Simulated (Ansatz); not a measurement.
## HfN, response to strain

The parent structure is HfN in the rock salt structure (space group Fm-3m, No. 225; relaxed with 0.1 eV smearing).

```
HfN
1.0
    0.00000     2.26285     2.26285
    2.26285     0.00000     2.26285
    2.26285     2.26285     0.00000
Hf N
1 1
Direct
  0.00000   0.00000   0.00000
  0.50000   0.50000   0.50000
```

Cartesian axes are those of the cell as printed.

Strains are applied to the cell and any free atomic positions relax.

Method: r2SCAN in Ansatz (plane waves to 500 eV, PAW, no spin-orbit coupling).

Notes on the quantities. energy relative to the base: free energy F; pressure: mean of the normal stresses, compression positive.

```
case                         energy relative to the base  pressure  volume per atom
---------------------------  ---------------------------  --------  ---------------
base                                          0 meV/atom   0.0 GPa         11.59 Å³
tensor shear ε_xy = +0.86 %                +1.4 meV/atom   0.0 GPa         11.59 Å³
tensor shear ε_xy = +1.14 %                   (withheld)   0.0 GPa         11.59 Å³
tensor shear ε_xy = +1.43 %                +3.8 meV/atom   0.1 GPa         11.58 Å³
tensor shear ε_xy = +1.71 %                +5.5 meV/atom   0.1 GPa         11.58 Å³
tensor shear ε_xy = +2.00 %                +7.5 meV/atom   0.1 GPa         11.58 Å³
tensor shear ε_xy = +0.57 %                +0.6 meV/atom   0.0 GPa         11.59 Å³
tensor shear ε_xy = +0.29 %                +0.2 meV/atom   0.0 GPa         11.59 Å³
```

What belongs in the blanks?


- tensor shear ε_xy = +1.14 %, energy relative to the base: +2.4 meV/atom

Whether these cells are dynamically stable was not tested. All final runs are without spin polarisation. An odd electron count without spin: HfN.

Ansatz is a program for electronic structure.
